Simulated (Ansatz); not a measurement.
The starting structures come from a database of crystals and need not be the phases stable at ambient conditions.

 Where the default PAW files enter, the runs use the earlier of Ansatz's two default sets.

Tunnelling through a barrier is set by its complex band structure: the current falls as exp(−2κd) with the smallest κ.

```xyz
6
Lattice="3.8230 0.0000 0.0000 0.0000 3.8230 0.0000 0.0000 0.0000 7.7901" Properties=species:S:1:pos:R:3 pbc="T T T"
Ca     0.0000     1.9115     1.2713
Ca     1.9115     0.0000     6.5188
H      1.9115     1.9115     0.0000
H      0.0000     0.0000     0.0000
Br     0.0000     1.9115     5.2118
Br     1.9115     0.0000     2.5783
```

Space group of this cell: P4/nmm. The cell was relaxed by PBE-D3(BJ); by r2SCAN its mean pressure is 1.4 GPa.

Transport runs along the normal of the first two printed cell vectors, the (001) plane of the conventional cell.

No gap correction and no spin-orbit coupling; mid-gap values are interpolated between computed energies.

Q: Estimate the band gap and the smallest decay constant κ at mid-gap that r2SCAN (Ansatz, a quantum-chemistry and plane-wave program) returns for this system.

A: Gap 4.42 eV on a 8×8×4 mesh; κ = 0.320 1/Å, at the zone centre.
